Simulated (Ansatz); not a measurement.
Start from AlRu in the CsCl type structure (space group Pm-3m, No. 221; a = 2.9545 Å; relaxed with 0.1 eV smearing). Axes: x, y, z lie along the cube axes.

Calculations: LDA (Ansatz, a first-principles code, PAW, no spin-orbit coupling).

Before the change:

The volume per atom is 12.90 Å³.

Now apply this change: biaxial strain +2.50 %, plane normal [111], relaxed out of plane (Cartesian); in-plane vectors clamped, the third vector and the atoms free.

Task: What does the calculation give for the energy relative to the base and volume per atom after the change?

Result: The energy increases by 22 meV/atom; the volume per atom increases by 0.456 Å³, from 12.90 Å³ to 13.35 Å³.

Whether these cells are dynamically stable was not tested. All final runs are without spin polarisation.
